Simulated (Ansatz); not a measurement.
Rh: energy against strain

Rh (fcc, Fm-3m, 13.735 Å³/atom at rest, cube axes along x, y and z) under a strain ε along a cube axis (axis z), the other axes held. r2SCAN in Ansatz, a plane-wave DFT program (PAW, default set), 500 eV, 30×30×30 Γ-centred mesh, Fermi-Dirac smearing 0.10 eV; ions are relaxed within the symmetry of each cell.

Here s stands for strain and y for E less E0.

```csv
strain (%),E less E0 (meV/atom)
-1.50,3.87
-1.00,1.57
-0.50,0.29
0.00,0.00
0.50,0.66
1.00,2.26
1.50,4.74
3.00,?
```

Taking a parabola for y over the 7 complete rows: Least squares gives y = -0.001 + 0.3114·s + 1.9143·s². Residuals (row less fit): 0.031, -0.032, -0.032, 0.001, 0.027, 0.035, -0.033; standard error 0.039 (degrees of freedom: 4). Twice the quadratic coefficient over the volume, 2 × 1.9143 meV × 10⁴ × 0.1602 / 13.735 Å³, is the elastic constant C11 = 447 ± 4 GPa.

Problem. What does the fit predict for y at s = 3.00, and how far is the calculated value from it?

Solution. y = -0.001 + 0.3114 × 3.0 + 1.9143 × 3.0² = 18.162 meV/atom. The calculation gives 17.29 meV/atom, 0.872 meV/atom below the prediction (5.0 % of the range of y in the table). The row lies outside the fitted rows, so this is an extrapolation. From the scatter of the fitted rows alone, a prediction at this place has a standard error of 0.149 meV/atom, so the miss is 5.9 times that.

One order more, fitted to all 13 runs of the series, follows each within 0.01, so the miss is the next term of a smooth law. In a metal these values are sensitive to mesh and smearing; energies are taken to zero smearing, stresses follow the free energy. Rows are the converged runs of the series near zero and its far end; series whose fitted rows scatter by over a few per cent of the range, as at a crossing or softening among them, aren't shown in this form. Most that stay on the fit to the last digits aren't either.
